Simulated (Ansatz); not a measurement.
Base system: HfO2 in the fluorite structure (space group Fm-3m, No. 225; a = 5.0589 Å). Axes: x, y, z lie along the cube axes.

Computed with r2SCAN (Ansatz, a quantum-chemistry and plane-wave program, PAW, no spin-orbit coupling), earlier PAW set.

A first run, uniaxial strain ε_yy = +0.79 %, gives secant values C11 ≈ 590 GPa and C12 ≈ 100 GPa from its stress. A second run applies uniaxial stress, 2 GPa tension along x.

**Question.** What does linear elasticity predict for Young's modulus in the second run, and what does the run give?

**Answer.** Linear elasticity: (C11 − C12)(C11 + 2 C12)/(C11 + C12) = 560 GPa. The run gives 560 GPa; any difference comes from nonlinear terms at these strains and numerical noise.

Beyond what the load breaks, stability against distortions was not tested. This is not the structure that HfO2 has at room temperature and ambient pressure.
